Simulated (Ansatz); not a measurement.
Al2Cu, response to strain

Start from Al₂Cu (space group I4/mcm, No. 140; a = 6.006 Å, c = 4.790 Å). Axes: x, y, z lie along a, b, c of the conventional cell.

Strains are applied to the cell and any free atomic positions relax.

The values are results of r2SCAN in Ansatz (plane waves to 500 eV, PAW, no SOC), not measurements.

Notes on the quantities. pressure: mean of the normal stresses, compression positive.

| change | volume per atom | pressure | space group |
|---|---|---|---|
| base | 14.40 Å³ | 0.0 GPa | I4/mcm (No. 140) |
| isotropic strain +4.31 % | 16.34 Å³ | -10.7 GPa | I4/mcm (No. 140) |
| uniaxial strain ε_xx = −0.36 % | 14.35 Å³ | 0.4 GPa | Ibam (No. 72) |
| tensor shear ε_yz = −3.79 % | 14.38 Å³ | 0.4 GPa | C2/c (No. 15) |

No phonon test of stability was made. All final runs are without spin polarisation.

Ansatz is an electronic-structure program.
